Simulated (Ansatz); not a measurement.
Fluorite PtAl2 was calculated with PBE0 (plane waves, PAW; Ansatz, a program for electronic structure).

Run with plane-wave cutoff 460 eV, 8×8×8 k mesh, Fermi–Dirac smearing 0.05 eV, scalar-relativistic PAW data made under PBE.

Computed at the level's own relaxed cell.

Task: Predict the volume per atom, bulk modulus B0, lattice constant a and pressure derivative B′ of the bulk modulus.

Result: 
- volume per atom: 17.16 Å³/atom
- bulk modulus B0: 140 GPa
- lattice constant a: 5.905 Å
- pressure derivative B′ of the bulk modulus: 4.4

Measured, for comparison: lattice constant a 5.91 Å (temperature not stated, copied from a table, unchecked, no zero-point or thermal correction; as tabulated in Crystal Structures 1, 239 (1963)). Computed (rounded) less measured: lattice constant a not scored (unchecked).

Spin–orbit coupling is not included.

Computed values are for the static lattice.
